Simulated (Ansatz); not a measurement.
**CdSe: response to strain**

The reference is CdSe in the zinc blende structure (space group F-43m, No. 216; a = 6.082 Å).

Strains are applied to the cell and any free atomic positions relax.

Level of theory: PBEsol (Ansatz, an electronic-structure program), scalar-relativistic without spin-orbit coupling, earlier PAW set.

```tsv
isotropic strain (%)	band gap (eV)
-1.98	0.60
-0.3	0.50
0	0.48
1.21	0.41
4.09	?
4.66	0.22
```

Fit E_g = E₀ + Dε (ε in %) to the rows shown and predict the withheld row.

Least squares on the printed values gives E₀ = 0.48 eV, D = -57.0 meV per % of strain (largest residual 0.00 eV); this predicts 0.25 eV, and the run gives 0.25 eV, in agreement.

Stability against distortions was not tested. A zero or small gap of CdSe under isotropic strain +4.09 % and CdSe under isotropic strain +4.66 % can be the functional's error rather than a property of the material.
